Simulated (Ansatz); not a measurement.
A series of runs on Hf (P6_3/mmc, 4 atoms in the cell)

```yaml
crystal:
  lattice:
    - [3.23658, 0.00000, 0.00000]
    - [-1.61829, 2.80296, 0.00000]
    - [0.00000, 0.00000, 10.41371]
  atoms:
    - { symbol: Hf, position: [0.00000, 0.00000, 0.00000] }
    - { symbol: Hf, position: [0.00000, 0.00000, 0.50000] }
    - { symbol: Hf, position: [0.33333, 0.66667, 0.25000] }
    - { symbol: Hf, position: [0.66667, 0.33333, 0.75000] }
```

Base run A: PBE, PAW files (Ansatz, a quantum-chemistry and plane-wave program), self-consistent single point.

Its settings: kpoints.mp_grid.grid = 15 15 5; hamiltonian.xc = pbe; hamiltonian.pseudopotentials = {kind: paw} (an earlier, softer set of the program's PAW files); scf.occupations.method = gaussian; scf.occupations.width = 0.2 eV.

The starting cell was generated: these elements placed on a structure prototype, without a prior relaxation; it need not be a known phase or ordering of this composition. Its lattice was rescaled by a random factor within 2.5 % of one. In the base run, with a pressure of about -4 GPa the cell is away from its equilibrium volume at this level. Ansatz's pressure includes its estimate of the finite-basis (Pulay) stress.

ΔF is the free energy per atom less that of run A. 

| run | change | ΔF (meV/atom) | pressure (GPa) | iterations |
|---|---|---|---|---|
| A | base | 0.00 | -3.98 | 10 |
| B | scf.algorithm: default → direct_min | 0.00 | -3.98 | 6 |
| C | scf.eigensolver.kind: default (the program chose band_cg) → davidson | 0.00 | -3.98 | 10 |
| D | basis.precision: default → f64 | 0.00 | -3.98 | 10 |
| E | scf.self_checks: default → high | 0.00 | -3.98 | 10 |

Runs B, C, D, E reached the same state as A (within 1 meV/atom). The fewest iterations to that state were 6 (B); the most were 10.

Keys are those of Ansatz 0.2.
